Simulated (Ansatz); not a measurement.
Base system: Se (space group P3_121, No. 152; a = 4.506 Å, c = 4.991 Å; made of chains). Axes: x lies along a and z along c of the hexagonal cell.

Structures relaxed with r2SCAN in Ansatz (plane waves to 500 eV, PAW, without spin-orbit coupling).

Base:

Simulated powder pattern, Cu Kα1, λ = 1.54056 Å (kinematic, ideal powder, no thermal factors, no anomalous dispersion; the 8 strongest lines at most, above 2 %, up to 2θ = 90°):

```json
[
 {"2θ (°)": "22.77", "I/Imax (%)": "53", "hkl": "(100)"},
 {"2θ (°)": "29.02", "I/Imax (%)": "100", "hkl": "(101)"},
 {"2θ (°)": "39.99", "I/Imax (%)": "16", "hkl": "(110)"},
 {"2θ (°)": "42.98", "I/Imax (%)": "34", "hkl": "(012)"},
 {"2θ (°)": "44.06", "I/Imax (%)": "28", "hkl": "(111)"},
 {"2θ (°)": "50.16", "I/Imax (%)": "25", "hkl": "(201)"},
 {"2θ (°)": "62.97", "I/Imax (%)": "20", "hkl": "(210)"},
 {"2θ (°)": "88.52", "I/Imax (%)": "16", "hkl": "(213)"}
]
```

One thing is altered: strain tensor (xx, yy, zz, yz, xz, xy) = (+0.72, +1.86, −0.16, +1.11, −0.88, −1.33) %; the atoms relax in the strained cell.

After the change:

Simulated powder pattern, Cu Kα1, λ = 1.54056 Å (kinematic, ideal powder, no thermal factors, no anomalous dispersion; the 8 strongest lines at most, above 2 %, up to 2θ = 90°):

| 2θ (°) | d (Å) | I/Imax (%) | hkl |
|---|---|---|---|
| 22.29 | 3.984 | 55 | (1 -1 0) |
| 22.36 | 3.973 | 52 | (010) |
| 22.80 | 3.896 | 47 | (100) |
| 28.29 | 3.152 | 79 | (-1 1 1) |
| 29.02 | 3.074 | 100 | (0 1 -1) |
| 29.13 | 3.063 | 79 | (101) |
| 42.38 | 2.131 | 26 | (012) |
| 43.30 | 2.088 | 26 | (1 -1 2) |

The indices refer to the base's conventional cell; one index is shown for lines that coincide. The space group is now P1 (No. 1).

No phonon test of stability was made. No dispersion term is included, though the crystal is made of layers, chains or molecules, so its spacings can come out too wide.

Ansatz is a program for electronic structure.
